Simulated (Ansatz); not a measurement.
Take MgS in the rock salt structure (space group Fm-3m, No. 225; a = 5.2297 Å) as the base. Axes: x, y, z lie along the cube axes.

Computed with Ansatz (a quantum-chemistry and plane-wave program) PBE, no SOC.

One thing is altered: the cell is scaled by 1.0081 in all directions; the atoms relax in the strained cell.

### Question
Predict the stress tensor and what it implies for the stiffness.

### Answer
Stress of the strained cell less that of the base (GPa, compression positive):
```
  -1.70    0.00    0.00
   0.00   -1.70    0.00
   0.00    0.00   -1.70
```

Then B = −ΔP/(ΔV/V₀) with ΔV/V₀ = 0.0245 gives secant stiffness values (nonlinear terms included at this strain): B ≈ 70 GPa.

Whether these cells are dynamically stable was not tested.
